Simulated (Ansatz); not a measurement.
Ag2O: biaxial strain −0.50 %, plane normal [111], relaxed out of plane

Base system: Ag$_{2}$O (space group Pn-3m, No. 224; a = 4.707 Å). Axes: x, y, z lie along the cube axes.

Perturbation: biaxial strain −0.50 %, plane normal [111], relaxed out of plane (Cartesian); in-plane vectors clamped, the third vector and the atoms free.

Calculations: plane-wave PAW DFT at the PBEsol level (Ansatz, a first-principles code, 420 eV), spin-orbit coupling left out. Settings: 7×7×7 k-points, 0.05 eV Fermi–Dirac smearing.

```csv
quantity,base,changed,shift
space group,Pn-3m (No. 224),R-3m (No. 166),–
shortest interatomic distance,2.038 Å,2.038 Å,0.000 Å
energy relative to the base (free energy F),0 meV/atom,0.0 meV/atom,0.0 meV/atom
"pressure (mean of the normal stresses, compression positive)",0.0 GPa,0.0 GPa,0.0 GPa
band gap,zero,zero,–
out-of-plane strain (rough),–,+1.04 %,–
mean in-plane stress (compression positive) (rough),–,-0.1 GPa,–
```

Cost of the whole job for the changed cell (relaxation, final SCF and bands): very roughly 50 core-seconds.

Without a gap, meshes like the base's 7×7×7 leave anisotropic stresses uncertain by several tenths of a GPa, and small strain energies with them. No phonon test of stability was made. No Hubbard U is applied, and correlation can decide whether such a compound is a metal. All final runs are without spin polarisation. Gaps under 0.05 eV, about the width of the smearing, are given as zero. A zero or small gap of Ag2O can be the functional's error rather than a property of the material.
